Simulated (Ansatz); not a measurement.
Computed with PBE (plane waves to 420 eV, PAW; Ansatz, a program for electronic structure).

Plane-averaged electrostatic potential energy along the normal, in eV from the Fermi level, for GeH3 on the (100) surface of germanium (p(2x2) alternately buckled dimers; a constructed slab, bottom: dihydride, held), one in a cell of 66 Å², started at the site 'hollow Ge-Ge-Ge over Ge at depth 3.0 Å':

(z (Å), V (eV)): (5.37, 4.73); (5.65, 4.73); (5.93, 4.73); (6.21, 4.73); (6.50, 4.73); (6.78, 4.73); (7.06, 4.73); (7.34, 4.72); (7.63, 4.72); (7.91, 4.70); (8.19, 4.66); (8.47, 4.57); (8.75, 4.34); (9.04, 3.78); (9.32, 2.24); (9.60, -0.03); (9.88, -0.52); (10.17, -1.59); (10.45, -3.00); (10.73, -3.47); (11.01, -2.95); (11.30, -2.58); (11.58, -2.85); (11.86, -3.65); (12.14, -3.86); (12.43, -3.25); (12.71, -2.79); (12.99, -2.96); (13.27, -3.69); (13.56, -3.91); (13.84, -3.29); (14.12, -2.75); (14.40, -2.87); (14.69, -3.61); (14.97, -3.92); (15.25, -3.37); (15.53, -2.81); (15.81, -2.80); (16.10, -3.46); (16.38, -3.78); (16.66, -3.25); (16.94, -2.58); (17.23, -2.47); (17.51, -3.11); (17.79, -3.56); (18.07, -3.22); (18.36, -2.54); (18.64, -2.68); (18.92, -3.46); (19.20, -4.43); (19.49, -4.59); (19.77, -3.94); (20.05, -3.00); (20.33, -2.47); (20.62, -2.16); (20.90, -1.30); (21.18, 0.03); (21.46, 1.63); (21.75, 2.75); (22.03, 3.01); (22.31, 2.67); (22.59, 2.52); (22.88, 2.86); (23.16, 3.18); (23.44, 3.33); (23.72, 3.96); (24.00, 4.57); (24.29, 4.79); (24.57, 4.88); (24.85, 4.92); (25.13, 4.94); (25.42, 4.95); (25.70, 4.95); (25.98, 4.95); (26.26, 4.95); (26.55, 4.95); (26.83, 4.95); (27.11, 4.95); (27.39, 4.95); (27.68, 4.95); (27.96, 4.95)

Model: 44-atom slab, 11.3 Å thick at the start with caps and adatoms under the adsorbate (thin: gaps and levels are the slab's own), 3x3x1 mesh, Fermi-Dirac 0.01 eV, dipole correction, 24 atoms held, the rest relaxed; no symmetry held; spin-polarised, ending with about 0.3 μB a cell, a value that depends on the mesh; orders that need a larger cell were not tried, no spin-orbit, no U, no dispersion correction. The slab shows no gap over 0.04 eV on its mesh. At the end it is bonded to Ge. In PBE it is, or lies within 0.03 eV of, the lowest of the starts that converged.

The vacuum level lies 4.95 eV above the Fermi level over the top face and 4.73 eV above it under the bottom face.
